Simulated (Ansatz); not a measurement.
Consider Cu in the fcc (Cu type) structure (space group Fm-3m, No. 225; a = 3.5768 Å; relaxed with 0.1 eV smearing).

Calculations: Ansatz (a first-principles code) r2SCAN, no SOC.

Before the change:

The pressure is 0.0 GPa.

Now apply this change: every lattice vector is shortened by 3.00 %, atoms relaxed at fixed cell.

Question: Estimate the effect on the energy relative to the base.

Answer: The energy grows by 53 meV/atom.

Question: What does the calculation give for the pressure after the change?

Answer: The pressure goes from zero to 18.7 GPa.

The cells carry an imposed strain or load. Whether these cells are dynamically stable was not tested. The final runs are not spin-polarised.
